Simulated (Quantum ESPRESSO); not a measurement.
Input and output of a self-consistent single point for C (Fd-3m, 2 atoms in the cell) (Quantum ESPRESSO).

Method: PW91, SSSP 1.1.2 precision (PBE) pseudopotentials (plane waves; Quantum ESPRESSO).

```
CELL_PARAMETERS angstrom
      0.00000     1.81278     1.81278
      1.81278     0.00000     1.81278
      1.81278     1.81278     0.00000
ATOMIC_POSITIONS crystal
  C  0.50000 0.50000 0.50000
  C  0.75000 0.75000 0.75000
```

Reference input (self-consistent single point, DFT, LDA (PZ), plane waves, GBRV 1.5 ultrasoft (LDA) pseudopotentials): ecutwfc = 40 Ry; ecutrho = 200 Ry; occupations = fixed; potentials = {C: c_lda_v1.2.uspp.F.UPF}; K_POINTS = automatic 13 13 13 0 0 0; nbnd = 10; conv_thr = 1e-11 Ry. This run's input differs from it in these lines:

```diff
@@ -12,6 +12,7 @@
     ntyp = 1
-    ecutwfc = 40
-    ecutrho = 200
+    ecutwfc = 55
+    ecutrho = 440
     occupations = 'fixed'
     nbnd = 10
+    input_dft = 'pw91'
 /
@@ -21,3 +22,3 @@
 ATOMIC_SPECIES
-C     12.0110  c_lda_v1.2.uspp.F.UPF
+C     12.0110  C.pbe-n-kjpaw_psl.1.0.0.UPF
 ATOMIC_POSITIONS {angstrom}
```

The program printed (abridged):

```
     Self-consistent Calculation

     iteration #  1     ecut=    55.00 Ry     beta= 0.70

     total energy              =     -36.98803297 Ry
     estimated scf accuracy    <       0.10817342 Ry

     iteration #  2     ecut=    55.00 Ry     beta= 0.70

     total energy              =     -36.99558189 Ry
     estimated scf accuracy    <       0.00225275 Ry

     iteration #  3     ecut=    55.00 Ry     beta= 0.70

     total energy              =     -36.99580036 Ry
     estimated scf accuracy    <       0.00006943 Ry

   [... 2 blocks of this kind left out ...]

     iteration #  6     ecut=    55.00 Ry     beta= 0.70

     total energy              =     -36.99580398 Ry
     estimated scf accuracy    <          6.1E-11 Ry

     iteration #  7     ecut=    55.00 Ry     beta= 0.70
     End of self-consistent calculation

     highest occupied, lowest unoccupied level (ev):    12.4046   16.4941

!    total energy              =     -36.99580398 Ry
     estimated scf accuracy    <          2.1E-12 Ry

     convergence has been achieved in   7 iterations

     Forces acting on atoms (cartesian axes, Ry/au):

     atom    1 type  1   force =    -0.00000000   -0.00000000    0.00000000
     atom    2 type  1   force =     0.00000000    0.00000000   -0.00000000

     Total force =     0.000000     Total SCF correction =     0.000000

          total   stress  (Ry/bohr**3)                   (kbar)     P=     -182.25
  -0.00123891   0.00000000   0.00000000         -182.25        0.00        0.00
   0.00000000  -0.00123891   0.00000000            0.00     -182.25        0.00
   0.00000000   0.00000000  -0.00123891            0.00        0.00     -182.25

   JOB DONE.
```

The run converged in 7 iterations. Against the reference run the pressure goes from -31.71 to -18.22 GPa and the gap on the mesh goes from 4.002 to 4.090 eV.

The starting cell comes from a database of computed structures (which also holds hypothetical and non-ambient phases and stackings), without a prior relaxation at this level. Its lattice was rescaled by a random factor within 2.5 % of one. With a pressure of about -18 GPa the cell is away from its equilibrium volume at this level.
